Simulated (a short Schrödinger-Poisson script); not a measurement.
MOS inversion layer, SiO2 on p-type Ge(100)

Stack: MOS inversion layer, SiO2 on p-type Ge(100), at 300 K.

```csv
layer,material,thickness (nm),Na (cm⁻³)
1,SiO2,0.8,-
2,Ge,510,6.5e17
```

The device is made up for the run: typed textbook-type constants, with dimensions and the other settings drawn at random. SiO2: permittivity 3.9, conduction-band edge (eV) 3.1, gap (eV) 9, electron mass (mₑ) 0.5. Ge: permittivity 16, conduction-band edge (eV) 0, gap (eV) 0.664, Nv at 300 K (cm⁻³) 6e18.

Channel valleys (confinement mass, in-plane density-of-states mass, number): L4 0.12, 0.295, 4. At the gate the conduction-band edge of layer 1 lies 3.2 eV − eVg above the Fermi level of the channel; the field vanishes at the back. Gaps are held at their typed values at every temperature. Mesh 0.03 nm at interfaces.

Solved with a short Schrödinger-Poisson script written for these runs: 1D Poisson equation in equilibrium, electrons quantum, Hartree (BenDaniel-Duke, 12 states a valley, the channel's in-plane mass for all, wave functions ending at the dielectric), parabolic valleys, classical holes, full ionisation, no traps, pinning or gate leakage.

```tsv
Vg (V)	electrons (cm⁻²)	C (μF/cm²)	L4 E0 (meV)	L4 E1 (meV)
-0.1	4.43e6	0.437	386.2	462.9
-0.05	1.97e7	0.412	347.1	429.0
0	9.12e7	0.390	307.3	393.8
0.05	4.33e8	0.373	266.8	357.6
0.1	2.10e9	0.364	225.9	320.6
0.15	1.02e10	0.384	184.9	283.3
0.2	4.74e10	0.520	145.1	246.9
0.25	1.81e11	0.903	110.2	215.4
0.3	4.85e11	1.39	84.4	192.9
0.35	9.45e11	1.74	66.7	178.5
0.4	1.51e12	1.96	54.0	169.1
0.45	2.13e12	2.12	44.3	162.7
0.5	2.80e12	2.23	36.5	158.0
0.55	3.51e12	2.31	30.0	154.6
0.6	4.24e12	2.38	24.3	151.9
0.65	4.99e12	2.44	19.3	149.8
0.7	5.76e12	2.49	14.7	148.1
0.75	6.54e12	2.53	10.6	146.8
0.8	7.34e12	2.57	6.7	145.7
0.85	8.14e12	2.60	3.1	144.8
0.9	8.96e12	2.63	-0.3	144.0
```

Subbands count from the Fermi level.

Only the L valleys are kept; under strong confinement the Δ valleys of Ge fill too.
